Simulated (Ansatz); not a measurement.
An Ansatz (a program for electronic structure) run: BN with a change (tensor shear ε_xy = +0.82 %); r2SCAN, PAW, 500 eV (Ansatz; no SOC).

Input:

Ansatz 0.2 input:
```yaml
crystal:
  lattice:
    - [0.0147999217, 1.8048685025, 1.8048685025]
    - [1.8048685025, 0.0147999217, 1.8048685025]
    - [1.8196684242, 1.8196684242, 0]
  atoms:
    - { symbol: N, position: [0.75, 0.75, 0.75] }
    - { symbol: B, position: [0, 0, 0] }
basis: { ecutwfc: 500, ecutrho_ratio: 4, xc_grid: 4, fft_grid_basis: typed }
kpoints: { mp_grid: { grid: [16, 16, 16] } }
hamiltonian:
  xc: r2scan
  dispersion: none
  pseudopotentials: { kind: paw }
scf: { occupations: { method: fermi_dirac, width: 0.05 }, convergence: { dr2_threshold: 0.0000000002 } }
relax: { f_tol: 0.005, max_steps: 50 }
output: { forces: true, stress: true }
checkpoint: { write: state.ck, write_every: 1000 }
```

Output (explanatory and most iteration lines left out):

```
Relaxation: its limit of steps is 50 (relax.max_steps)
Pseudopotential: N, paw, valence charge 5
Pseudopotential: B, paw, valence charge 3
Crystal: 2 atoms, lattice volume = 11.758 Å³
Basis set: ecut = 500 eV, 299 PW (Γ), exchange–correlation on 80×80×80 points (64 copies of the dense FFT grid, shifted against one another)
Bands: 8, of which v1, the nominal top of the filled ones, is band 4 counted from 1 (3 counted from 0)
Symmetry: 4 space group operations
Space group: Imm2 (ITA 44), of the structure as read, at distance tolerance 2.3e-5 Å
k-points: 621 of 4096 (time reversal used)
Functional: x = r2scan, c = r2scan; τ floored in thin density (d = 2e-4 eV/Å³)
SCF iter   1: F=—  HF=-543.909613 eV  |F-HF|=—  |Δ(HF+E_count)|=         —  Δρ=1.17e-2  dr2=1.22e-2  dr2_τ=3.29e-1  ethr=1.77e-3  ⟨swp⟩=4.6  Hψ=32780  notcnv=0
SCF iter   2: F=—  HF=-544.001739 eV  |F-HF|=—  |Δ(HF+E_count)|=   9.21e-2  Δρ=6.54e-3  dr2=1.85e-3  dr2_τ=2.28e-4  ethr=1.53e-4  ⟨swp⟩=2.0  Hψ=14904  notcnv=0
SCF 1 converged in 7 iterations: F = -544.002002 eV  dr2 = 8.14e-12
relax step   1: F+E_penalty+E_count = -544.00200157 eV  Δ(F+E_penalty+E_count) = +0.000e0 eV  max|allowed force component| = 1.304e-2 eV/Å  Δτ_max = 0.0000 Å  (7 SCF iters, accepted)
Crystal: 2 atoms, lattice volume = 11.758 Å³
SCF iter   1: F=—  HF=-544.002004 eV  |F-HF|=—  |Δ(HF+E_count)|=         —  Δρ=3.46e-5  dr2=8.48e-8  dr2_τ=2.76e-7  ethr=1.17e-9  ⟨swp⟩=2.0  Hψ=26780  notcnv=0
SCF iter   2: F=—  HF=-544.002004 eV  |F-HF|=—  |Δ(HF+E_count)|=   6.74e-9  Δρ=1.53e-5  dr2=1.33e-8  dr2_τ=4.49e-10  ethr=1.06e-9  ⟨swp⟩=2.0  Hψ=6909  notcnv=0
SCF 2 converged in 3 iterations: F = -544.002004 eV  dr2 = 1.81e-10
relax step   2: F+E_penalty+E_count = -544.00200360 eV  Δ(F+E_penalty+E_count) = -2.035e-6 eV  max|allowed force component| = 8.390e-3 eV/Å  Δτ_max = 0.0001 Å  (3 SCF iters, accepted)
Crystal: 2 atoms, lattice volume = 11.758 Å³
SCF iter   1: F=—  HF=-544.002005 eV  |F-HF|=—  |Δ(HF+E_count)|=         —  Δρ=6.34e-5  dr2=2.78e-7  dr2_τ=8.96e-7  ethr=3.44e-8  ⟨swp⟩=2.3  Hψ=17320  notcnv=0
SCF iter   2: F=—  HF=-544.002005 eV  |F-HF|=—  |Δ(HF+E_count)|=   3.53e-7  Δρ=2.84e-5  dr2=4.42e-8  dr2_τ=1.57e-9  ethr=3.48e-9  ⟨swp⟩=1.0  Hψ=9936  notcnv=0
SCF 3 converged in 4 iterations: F = -544.002005 eV  dr2 = 1.40e-10
relax step   3: F+E_penalty+E_count = -544.00200504 eV  Δ(F+E_penalty+E_count) = -1.443e-6 eV  max|allowed force component| = 3.654e-5 eV/Å  Δτ_max = 0.0002 Å  (4 SCF iters, accepted)
Crystal: 2 atoms, lattice volume = 11.758 Å³
SCF iter   1: F=—  HF=-544.002005 eV  |F-HF|=—  |Δ(HF+E_count)|=         —  Δρ=1.27e-6  dr2=1.40e-10  dr2_τ=2.46e-11  ethr=1.75e-12  ⟨swp⟩=1.1  Hψ=36382  notcnv=0
SCF iter   2: F=-544.002005 eV  HF=-544.002005 eV  |F-HF|=9.09e-13  |Δ(HF+E_count)|=  3.66e-11  Δρ=3.04e-7  dr2=5.90e-12  dr2_τ=5.63e-12  ethr=1.75e-12  ⟨swp⟩=4.0  Hψ=14488  notcnv=0
SCF 4 converged in 2 iterations: F = -544.002005 eV  dr2 = 5.90e-12
SCF converged after 2 iterations
Free energy (F): -544.002005 eV
Internal energy: -544.002005 eV  (E = F + TS)
E sigma→0 (E₀):  -544.002005 eV
Fermi energy:    13.601233 eV
--- Forces (eV/Å), atoms counted from 1 ---
  atom   1  N     -0.00000000    -0.00000000     0.00003420
  atom   2  B      0.00000000     0.00000000    -0.00003890
--- Stress (GPa, compression-positive) ---
        0.170027      -7.667966       0.000000
       -7.667966       0.170027      -0.000000
        0.000000      -0.000000       0.026295
  P = ⅓ Tr σ = 0.1221 GPa (1.221 kbar)
--- Relaxed structure (3 steps of the walk, 3 accepted, 0 SCFs on fresh bases) ---
  atoms:
    - { symbol: N, position: [0.7500736687220091, 0.7500736687220091, 0.7499263312779911] }
    - { symbol: B, position: [-7.366872200914029e-5, -7.366872200914031e-5, 7.36687220091403e-5] }
```

The cells carry an imposed strain or load. Whether these cells are dynamically stable was not tested. The cell was made from BN in the zinc blende structure (space group F-43m, No. 216) by this change: tensor shear ε_xy = +0.82 %.
